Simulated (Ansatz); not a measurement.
Here is the system:

```
Ga2N3
1.0
    2.60281     1.50273     4.51711
   -2.60281     1.50273     4.51711
    0.00000    -3.00547     4.51711
Ga N
4 6
Cartesian
  0.00000   0.00000  11.59588
  0.00000   0.00000   8.73111
  0.00000   0.00000   1.95545
  0.00000   0.00000   4.82022
 -0.97775  -1.50273   5.64639
  1.79028  -0.09538   5.64639
 -0.81253   1.59812   5.64639
  0.97775   1.50273   7.90494
 -1.79028   0.09538   7.90494
  0.81253  -1.59812   7.90494
```

Spin-polarised, with starting moments of sign Ga0 Ga0 Ga0 Ga0 N+ N+ N+ N+ N+ N+.

The values are results of r2SCAN (Ansatz, a first-principles code), no spin-orbit coupling, earlier PAW set, not measurements. Settings: 11×11×11 k-points, 0.05 eV Fermi–Dirac smearing.

### Question
Predict the space group.

### Answer
R-3c (No. 167).

### Question
What is the computed band gap?

### Answer
Zero.

### Question
What is the computed largest site moment?

### Answer
0.84 μB.

The magnetic state is the one reached from the starting moments; the real material's order can differ, and small cells can't hold many antiferromagnetic ones. Whether these cells are dynamically stable was not tested. The cell was made from Ga2O3 by this change: O → N; the result is a hypothetical phase, not in the database extracts checked.
